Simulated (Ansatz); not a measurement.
System: C11b MoSi₂. Method: rVV10 (plane waves, PAW; Ansatz, a first-principles code).

Settings: plane-wave cutoff 520 eV, 24×24×24 k mesh, Fermi–Dirac smearing 0.05 eV, no spin polarisation, scalar-relativistic PAW data made under PBE.

A third-order Birch–Murnaghan fit to the energies gives V0 = 13.736 Å³/atom, B0 = 195 GPa, B′ = 4.6.

```csv
V (Å³/atom),P (GPa)
13.186,8.77
13.460,?
13.735,0.01
14.010,?
14.284,-6.99
```

### Question
Estimate the withheld pressures from this fit; the answers are the runs' own values.

### Answer

- 13.460, P (GPa): 4.14
- 14.010, P (GPa): -3.69

The formula P = (3/2) B0 (x^(7/3) − x^(5/3)) [1 + (3/4)(B′ − 4)(x^(2/3) − 1)] with x = V0/V meets the computed pressures within 0.02 GPa when these rounded values are put in.

Shape and atoms are relaxed at each volume.

Measured, for comparison: bulk modulus 222 ± 2 GPa (room temperature, no zero-point or thermal correction, B' = 4; as tabulated in Structural stability of MoSi2 and Mo5Si3 under high pressure, Chin. Phys. B 26 …). Computed (rounded) less measured: bulk modulus -12 %.

Note: the bulk modulus comes from volumes at which shape and atoms were relaxed.
